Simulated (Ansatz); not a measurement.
Data:

```
CELL_PARAMETERS angstrom
      0.00000     2.15853     2.15853
      2.15853     0.00000     2.15853
      2.15853     2.15853     0.00000
ATOMIC_POSITIONS crystal
  O  0.00000 0.00000 0.00000
  Mg 0.50000 0.50000 0.50000
```

No spin polarisation.

The values are results of plane-wave PAW DFT at the r2SCAN level (Ansatz, a quantum-chemistry and plane-wave program, 500 eV), without spin-orbit coupling, not measurements. Γ-centred 13×13×13 mesh, Fermi–Dirac width 0.05 eV.

**Question.** Predict the hole mass, gap character and width of the top valence band.

**Answer.** The hole mass (degenerate bands, along [100]) is 0.40, 2.2, 2.2 mₑ (at Γ) and the gap character is direct at Γ. The width of the top valence band is 1.64 eV.

The cells carry an imposed strain or load. Masses are band curvatures over ±0.01 Å⁻¹ around the edge. Whether these cells are dynamically stable was not tested. The cell was made from MgO in the rock salt structure (space group Fm-3m, No. 225) by this change: isotropic strain +2.68 %.
